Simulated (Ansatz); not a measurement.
**Pressure series in Na2S**

Base system: Na2S in the anti-fluorite structure (space group Fm-3m, No. 225; a = 6.5014 Å).

Cell and atoms are relaxed at each pressure.

Calculations: PBEsol (Ansatz, a first-principles code; PAW; 420 eV plane waves; no spin-orbit coupling).

Two rows of this table had their results exchanged by mistake.

| pressure | volume per atom (Å³) | shortest distance (Å) | band gap |
|---|---|---|---|
| pressure −2 GPa | 24.83 | 2.892 | 2.18 eV |
| pressure −1 GPa | 23.74 | 2.849 | 2.31 eV |
| pressure 0.3 GPa | 22.68 | 2.806 | 2.46 eV |
| pressure 0.7 GPa | 22.39 | 2.794 | 2.50 eV |
| pressure 1.5 GPa | 21.87 | 2.772 | 2.58 eV |
| pressure 3 GPa | 18.50 | 2.622 | 3.20 eV |
| pressure 5 GPa | 20.14 | 2.697 | 2.87 eV |
| pressure 10 GPa | 21.04 | 2.737 | 2.71 eV |

Problem. Which two?

Solution. The rows for pressure 3 GPa and pressure 10 GPa: the volume has to fall steadily with pressure, so 21.04 Å³ belongs to pressure 3 GPa and 18.50 Å³ to pressure 10 GPa.

Load acts through the strain it causes; cell and atoms are relaxed under it. No phonon test of stability was made. Competing high-pressure phases were not computed.
